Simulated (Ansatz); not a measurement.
The starting structures come from a database of crystals and need not be the phases stable at ambient conditions.

 Where the default PAW files enter, the runs use the earlier of Ansatz's two default sets.

Given:

```
AlClO
1.0
    4.81095     0.00000     0.00423
    0.00000     7.85955     0.00000
   -2.06521     0.00000     2.37917
Al Cl O
2 2 2
Cartesian
 -1.03260   7.02974   1.18959
  1.37287   0.82981   1.19170
  0.00000   5.35157   0.00000
  2.40548   2.50798   0.00212
  2.40548   7.46720   0.00212
  0.00000   0.39235   0.00000
```

Space group of this cell: Pmmn. The cell was relaxed by PBE-D3(BJ); by PBEsol its mean pressure is -0.7 GPa.

Transport runs along the normal of the first two printed cell vectors.

No gap correction and no spin-orbit coupling; mid-gap values are interpolated between computed energies.

### Question
Compute, with PBEsol (Ansatz, a program for electronic structure), the band gap and the smallest decay constant κ at mid-gap.

### Answer
Gap 5.61 eV on a 12×4×12 mesh; κ = 0.358 1/Å, at the zone centre.
